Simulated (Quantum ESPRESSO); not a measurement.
Worked example: self-consistent single point of Te2Mo (P1, 3 atoms in the cell) in Quantum ESPRESSO.

Method of the run: LDA (PW92), PseudoDojo standard norm-conserving (LDA) pseudopotentials (plane waves; Quantum ESPRESSO).

The change in words: atoms moved at random. Reference geometry:
```yaml
crystal:
  lattice:
    - [3.51715, 0.00000, 0.00000]
    - [-1.75858, 3.04594, 0.00000]
    - [0.00000, 0.00000, 17.31202]
  atoms:
    - { symbol: Te, position: [0.33333, 0.66667, 0.89786] }
    - { symbol: Te, position: [0.33333, 0.66667, 0.10214] }
    - { symbol: Mo, position: [0.00000, 0.00000, 0.00000] }
```

Reference input (self-consistent single point, DFT, LDA (PW92), plane waves, PseudoDojo standard norm-conserving (LDA) pseudopotentials): ecutwfc = 85 Ry; occupations = fixed; potentials = {Te: Te.upf, Mo: Mo.upf}; K_POINTS = automatic 6 6 1 0 0 0; nbnd = 29; conv_thr = 1e-10 Ry; mixing_beta = 0.5. This run's input differs from it in these lines:

```diff
@@ -9,5 +9,3 @@
 &system
-  ibrav = 4,
-  celldm(1) = 6.6464530946,
-  celldm(3) = 4.922170383028,
+  ibrav = 0,
   nat = 3,
@@ -25,6 +23,10 @@
 Mo    95.9500  Mo.upf
+CELL_PARAMETERS angstrom
+   3.5171510000     0.0000000000     0.0000000000
+  -1.7585760000     3.0459430000     0.0000000000
+   0.0000000000     0.0000000000    17.3120190000
 ATOMIC_POSITIONS angstrom
-Te    0.0000000000    2.0306283717   15.5437693793
-Te    0.0000000000    2.0306283717    1.7682496207
-Mo    0.0000000000    0.0000000000    0.0000000000
+Te   -0.0161317449    2.0211933506   15.5724727068
+Te    0.0353980296    2.0504953222    1.6839747122
+Mo   -0.0192704686   -0.0104293088    0.0555715810
 K_POINTS automatic
```

Log, with long lists cut:

```
     Self-consistent Calculation

     iteration #  1     ecut=    85.00 Ry     beta= 0.50

     Threshold (ethr) on eigenvalues was too large:
     Diagonalizing with lowered threshold

     negative rho (up, down):  1.120E-05 0.000E+00

     total energy              =    -558.98467704 Ry
     estimated scf accuracy    <       0.13855591 Ry

     iteration #  2     ecut=    85.00 Ry     beta= 0.50

     negative rho (up, down):  7.426E-06 0.000E+00

     total energy              =    -558.97908561 Ry
     estimated scf accuracy    <       0.15974607 Ry

     iteration #  3     ecut=    85.00 Ry     beta= 0.50

     negative rho (up, down):  2.413E-06 0.000E+00

     total energy              =    -559.00921384 Ry
     estimated scf accuracy    <       0.09021571 Ry

   [... 8 blocks of this kind left out ...]

     iteration # 12     ecut=    85.00 Ry     beta= 0.50

     total energy              =    -559.01918855 Ry
     estimated scf accuracy    <          3.4E-09 Ry

     iteration # 13     ecut=    85.00 Ry     beta= 0.50
     End of self-consistent calculation

     highest occupied, lowest unoccupied level (ev):     1.6875    2.7196

!    total energy              =    -559.01918855 Ry
     estimated scf accuracy    <          2.3E-11 Ry

     convergence has been achieved in  13 iterations

     Forces acting on atoms (cartesian axes, Ry/au):

     atom    1 type  1   force =    -0.00145942   -0.00060399   -0.00090137
     atom    2 type  1   force =    -0.02206353   -0.01228563    0.08850392
     atom    3 type  2   force =     0.02352295    0.01288961   -0.08760255

     Total force =     0.129876     Total SCF correction =     0.000043

          total   stress  (Ry/bohr**3)                   (kbar)     P=       13.67
   0.00004237   0.00002326  -0.00005029            6.23        3.42       -7.40
   0.00002326   0.00001688  -0.00002857            3.42        2.48       -4.20
  -0.00005029  -0.00002857   0.00021944           -7.40       -4.20       32.28

   JOB DONE.
```

The run converged in 13 iterations. Against the reference run the free energy rises by 58.3 meV/atom, the pressure goes from -0.43 to 1.37 GPa, the largest force goes from 0.113 to 2.366 eV/Å and the gap on the mesh goes from 1.100 to 1.032 eV.

The starting cell comes from a database of computed structures (which also holds hypothetical and non-ambient phases and stackings), without a prior relaxation at this level. Its lattice was rescaled by a random factor within 2.5 % of one. For this run, on top of that: atoms moved at random. Spin-orbit coupling is off. Forces in this geometry exceed 1 eV/Å.

Cost on one core of a shared machine: roughly 6 min.
